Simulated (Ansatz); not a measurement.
Input:

```xyz
3
Lattice="0.0000 2.6290 2.7103 2.6290 0.0000 2.7103 2.6290 2.6290 0.0000" Properties=species:S:1:pos:R:3 pbc="T T T"
Ca     0.0000     0.0000     0.0000
F      3.9435     3.9435     4.0654
F      1.3145     1.3145     1.3551
```

Method: PBEsol, rigid bands (plane waves, PAW, scalar-relativistic; Ansatz, a quantum-chemistry and plane-wave program). Condition of this run: biaxial strain xx = yy = -3 %, z clamped. Geometry: cell and atoms relaxed with PBEsol, then loaded as said.

Problem. What conductivity effective mass do dilute electrons have at 300 K?

Solution. 0.57 mₑ.

Problem. What conductivity effective mass do dilute holes have at 300 K?

Solution. 1.35 (x), 1.35 (y), 8.7 (z) mₑ.

Problem. And the band gap?

Solution. 7.52 eV at this level; semilocal functionals usually fall short of the measured gap.

Rigid bands, one relaxation time for all states, no polarons. Spin-orbit coupling is left out; where it splits the top of the valence band it changes the hole mass and lowers the gap by about a third of the splitting.
